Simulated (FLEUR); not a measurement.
Input and output of a self-consistent single point for AlInSb₂ (P-4m2, 4 atoms in the cell) (FLEUR).

Method of the run: PBEsol, all-electron FLAPW (FLEUR), scalar-relativistic valence run with FLEUR.

The change in words: lattice scaled by 0.98. Reference geometry:
```
AlInSb2
1.0
    4.42055     0.00000     0.00000
    0.00000     4.42055     0.00000
    0.00000     0.00000     6.22819
Al In Sb
1 1 2
Direct
  0.00000   0.00000   0.00000
  0.50000   0.50000   0.50000
  0.00000   0.50000   0.23337
  0.50000   0.00000   0.76663
```

Reference input (self-consistent single point, DFT, PBEsol, all-electron FLAPW (FLEUR), scalar-relativistic valence): Kmax = 4.4 1/bohr; GmaxXC = 13.2 1/bohr; xcFunctional = PBEs; jspins = 1; l_soc = F; mode = hist; fermiSmearingEnergy = 0.00073499 Htr; mesh (inpgen div1-3) = 4 4 3; inpgen gamma flag = true; Gmax = 13.2 1/bohr; numbands = 0; maxIterBroyd = 15. This run's input differs from it in these lines:

```diff
@@ -3,5 +3,5 @@
 &input film=f /
-4.4205530000 0.0000000000 0.0000000000
-0.0000000000 4.4205530000 0.0000000000
-0.0000000000 0.0000000000 6.2281920000
+4.3321420000 0.0000000000 0.0000000000
+0.0000000000 4.3321420000 0.0000000000
+0.0000000000 0.0000000000 6.1036280000
 1.8897261246
@@ -46,5 +46,5 @@
          <bravaisMatrix>
-            <row-1>    8.3536344892789032     0.0000000000000000     0.0000000000000000</row-1>
-            <row-2>    0.0000000000000000     8.3536344892789032     0.0000000000000000</row-2>
-            <row-3>    0.0000000000000000     0.0000000000000000    11.7695771314247217</row-3>
+            <row-1>    8.1865619128768934     0.0000000000000000     0.0000000000000000</row-1>
+            <row-2>    0.0000000000000000     8.1865619128768934     0.0000000000000000</row-2>
+            <row-3>    0.0000000000000000     0.0000000000000000    11.5341852864400476</row-3>
          </bravaisMatrix>
```

Output, abridged:

```
 Iteration:     1   Distance:       5.38048367 me/bohr^3
 Iteration:     2   Distance:       5.05092763 me/bohr^3
 Iteration:     3   Distance:       2.19679096 me/bohr^3
 Iteration:     4   Distance:       0.60025543 me/bohr^3
 Iteration:     5   Distance:       0.52533085 me/bohr^3
   [... 8 lines left out ...]
 Iteration:    14   Distance:       0.00007248 me/bohr^3
 Iteration:    15   Distance:       0.00001486 me/bohr^3
 Iteration:    16   Distance:       0.00001344 me/bohr^3
 Iteration:    17   Distance:       0.00000558 me/bohr^3
 Reset of history
 Run finished successfully
 Stop message:
   Structural relaxation: new displacements generated

[file out, last iteration]
             iter=     18
[...]
          total density-effective poten   -3.1616015624E+04
          total charge density-energy d   -5.1139375298E+02
 Updated energy parameters for spin:           1
[...]
 fermi energy and band-weighting factors:

[...]
FERMIE:
          first approx. to ef    (T=0)  :   0.227908 htr   (energy of the highest occ. eigenvalue)
          number of occ. states  (T=0)  :        276
          first approx. to seigv (T=0)  : -18.600051 htr
          sum of weights of occ. states :  23.000000
          sum of semicore charge        :   0.000000 e
FERHIS:  Fermi-Energy by histogram:
          bandgap                     :   0.027451 htr
   [... lines left out ...]
          charge neutrality (T=0)     :   0.000000    (zero if the highest occ. eigenvalue is "entirely" occupied)
 Direct bandgap for spin            1 :    4.2705795328057905E-002  Htr
 ---->    free energy=                    -19084.6552259068 htr
   [... lines left out ...]
 TOTAL FORCE FOR ATOM TYPE=  1  X=  0.000   Y=  0.000   Z=  0.000
                       FX_TOT= 0.000000 FY_TOT= 0.000000 FZ_TOT= 0.000000
 TOTAL FORCE FOR ATOM TYPE=  2  X=  4.093   Y=  4.093   Z=  5.767
                       FX_TOT= 0.000000 FY_TOT= 0.000000 FZ_TOT= 0.000000
 TOTAL FORCE FOR ATOM TYPE=  3  X=  0.000   Y=  4.093   Z=  2.692
                       FX_TOT= 0.000000 FY_TOT= 0.000000 FZ_TOT=-0.002232
```

The run converged in 17 iterations. FLEUR gives forces in its relaxation mode, with a further iteration, so its stop message speaks of a relaxation. Against the reference run the free energy goes up by 47.5 meV/atom and the gap on the mesh goes from 0.782 to 0.747 eV.

The starting cell comes from a database of computed structures (which also holds hypothetical and non-ambient phases and stackings), without a prior relaxation at this level. Its lattice was rescaled by a random factor within 2.5 % of one. For this run, on top of that: lattice scaled by 0.98. Spin-orbit coupling is off. Values depend on the basis (sphere radii, cutoffs, local orbitals), which need not be converged.

Cost on one core of a shared machine: roughly 8 min.
